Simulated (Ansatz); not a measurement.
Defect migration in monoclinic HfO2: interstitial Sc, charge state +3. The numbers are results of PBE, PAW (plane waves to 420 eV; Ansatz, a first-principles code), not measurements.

96-site cell at the relaxed PBE lattice, the Γ point alone, smearing 0.01 eV, spin-restricted, no finite-size correction. No zero-point or tunnelling terms. Spin-orbit coupling is left out. The charge state is imposed; whether it is stable for some Fermi level was not computed. Sites that were not tried may lie lower.

Barriers: single points on a 2×2×2 k-point mesh shifted by half a step at the bands' geometries.

The step: a concerted move, in which Sc travels most; the atom moves 1.45 Å along (-0.25, 0.09, -0.13) of the unit cell; the moving atom starts with neighbours O at 1.95, O at 1.98, O at 2.08, O at 2.12, O at 2.20, O at 2.37 Å and ends with O at 1.95, O at 1.98, O at 2.08, O at 2.12, O at 2.20, O at 2.37 Å.

Give the migration barrier of this step at the level PBE, PAW.

0.34 eV, the same both ways. At the saddle the moving atom has neighbours 4 O at 2.00, O at 2.37, O at 2.38 Å. The program found a first-order saddle point.
